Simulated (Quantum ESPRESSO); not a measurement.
Quantum ESPRESSO 7.5, DFT, PBE, plane waves, SSSP 1.1.2 efficiency PBE: CsCl-type NiAl, atoms displaced (Ni4Al4), 8 atoms. Basis and mesh were picked for this test and aren't claimed converged.

```
Item                                                    Result
----------------------------  --------------------------------
cell                          2.89, 2.89, 11.55 Å; 90, 90, 90°
distance to the nearest atom                    2.46 to 2.48 Å
task                                                       scf
k mesh                                                   5×5×2
ecutwfc                                                  45 Ry
ecutrho                                                 360 Ry
occupations                                           smearing
smearing                                                    mv
degauss                                                0.02 Ry
conv_thr                                              8e-09 Ry
tprnfor                                                   true
tstress                                                  false
k-point pools (-nk)                                          8
diagonalization                                david (default)
k-points computed                                           26
bands                                                       50
electrons                                                   84
G-vectors of the density                                 74991
FFT grid                                             36×36×135
```

Settings of this run: mixing_mode = plain, mixing_beta = 0.7, mixing_ndim = 4; 8 ranks.

| SCF iteration | band solver's avg # of iterations (first pass) | estimated scf accuracy (Ry) |
|---|---|---|
| 1 | 7.9 | 218.48465562 |
| 2 | 4.3 | 306.73915528 |
| 3 | 2.9 | 59.16694059 |
| 4 | 3.3 | 42.81231185 |
| 5 | 2.2 | 15.84055990 |
| 6 | 1.0 | 15.09052510 |
| 7 | 2.2 | 7.56861916 |
| 8 | 3.5 | 40.99425433 |
| 9 | 3.1 | 30.32531663 |
| 10 | 1.4 | 1.09131346 |
| 11 | 1.9 | 0.97000760 |
| 12 | 2.4 | 1.47021998 |
| 13 | 4.3 | 22.62340255 |
| 14 | 3.8 | 5.88426642 |
| … | … | … |
| 34 | 1.0 | 0.02112205 |
| 35 | 8.1 | 2.33972391 |
| 36 | 6.8 | 0.00529304 |
| 37 | 3.5 | 0.11568623 |
| 38 | 3.3 | 0.03143277 |
| 39 | 3.0 | 0.00044512 |
| 40 | 5.0 | 0.04348748 |
| 41 | 4.3 | 0.00163659 |
| … | … | … |
| 60 | 1.9 | 0.00000073 |
| 61 | 2.1 | 0.00000016 |
| 62 | 2.0 | 0.00000141 |
| 63 | 1.8 | 0.00000003 |
| 64 | 3.0 | 0.00000103 |
| 65 | 2.7 | 0.00000020 |
| 66 | 2.8 | 0.00000250 |
| 67 | 2.2 | 3.5E-09 |

It converged after 67 SCF iterations.

**Question.** The cycle is slow. Which setting should be changed?

**Answer.** One answer among several that fit: mixing_ndim = 8 (default) (26 SCF iterations) or mixing_ndim = 16 (27 SCF iterations), all else kept. With more settings changed, the fewest of all runs of this system: mixing_mode = local-TF, mixing_beta = 0.4, mixing_ndim = 8 (default) (16). The first change moves the result by: energy under 0.001 meV/atom, forces (largest component) 6.8 meV/Å. Counts are of single runs.
